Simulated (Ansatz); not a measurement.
Response to strain in W2C

The parent structure is W2C (space group P-3m1, No. 164; a = 3.0343 Å, c = 4.6588 Å; relaxed with 0.1 eV smearing).

Strains are applied to the cell and any free atomic positions relax.

All numbers come from DFT with PBE-D3(BJ), PAW potentials and a 420 eV plane-wave cutoff in Ansatz (a program for electronic structure), no spin-orbit coupling, earlier PAW set.

Notes on the quantities. pressure: mean of the normal stresses, compression positive.

```json
[
 {"isotropic strain (%)": "-4.44", "pressure (GPa)": "61.6"},
 {"isotropic strain (%)": "0", "pressure (GPa)": "0.0"},
 {"isotropic strain (%)": "1.88", "pressure (GPa)": "?"},
 {"isotropic strain (%)": "4.03", "pressure (GPa)": "-29.8"},
 {"isotropic strain (%)": "5.35", "pressure (GPa)": "-35.6"}
]
```

Task: Fit P = P₀ − Bδ + Cδ² with δ = (1 + ε)³ − 1 to the rows shown and predict the withheld row.

Result: Least squares on the printed values gives P₀ = 0.5 GPa, B = 363 GPa (at held cell shape), C = 906 GPa (largest residual 1.0 GPa); this predicts -17.4 GPa, and the run gives -16.4 GPa, 1.0 higher.

Stability against distortions was not tested. The final runs are not spin-polarised.
